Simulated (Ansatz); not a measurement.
Take HfO2 in the rutile structure (space group P4_2/mnm, No. 136; a = 4.830 Å, c = 3.210 Å; a cell from a computed database, its experimental status unchecked) as the base.

Levels (all Ansatz, a program for electronic structure, PAW): PBEsol (420 eV, spin-orbit coupling left out); HSE06 (420 eV, without spin-orbit coupling).

Its gap is 3.89 eV with PBEsol and 5.66 eV with HSE06.

It is then changed as follows: cell and atoms relaxed at a pressure of 10 GPa.

With PBEsol the gap becomes 4.03 eV.

Q: If the HSE06 correction stayed the same, what would the HSE06 gap be, and what does the HSE06 run give?

A: A rigid correction of +1.77 eV gives 5.80 eV. The HSE06 run gives 5.81 eV, so the two effects roughly add.

Single points use the geometry relaxed with PBEsol. Spin-orbit coupling, missing from the scalar runs, can matter with Hf. Load acts through the strain it causes; cell and atoms are relaxed under it. Whether these cells are dynamically stable was not tested. Competing high-pressure phases were not computed. This is not the structure that HfO2 has at room temperature and ambient pressure.
